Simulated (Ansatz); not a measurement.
For Ta₂N (P-3m1, No. 164, 3 atoms in the cell; start mp-10196), LDA (PAW; Ansatz, a first-principles code) gives:

| Property | Result |
|---|---|
| lattice parameter a | 3.063 Å |
| lattice parameter c | 4.785 Å |

Question: What does PBE-D4 (Ansatz, plane waves, PAW) give for the same quantities?

Answer: 
- lattice constant a: 3.088 Å (goes up by 0.8 %)
- lattice parameter c: 4.860 Å (rises by 1.6 %)

Changes are worked out from the printed values.

Unless a cell is named, each level is at its own relaxed cell (LDA 12.96, PBE-D4 13.38 Å³/atom).

Levels without +SOC leave out spin–orbit coupling, which shifts energies and cells of such heavy elements.

Caveats: the relaxation could not lower the start's symmetry, so the cell can be a saddle point above a distorted one (LDA, PBE-D4). Ansatz's density-functional and Hartree–Fock values are scalar-relativistic unless marked +SOC, with PAW data made under PBE.

A start named mp-… is a Materials Project structure, which need not be a measured phase.
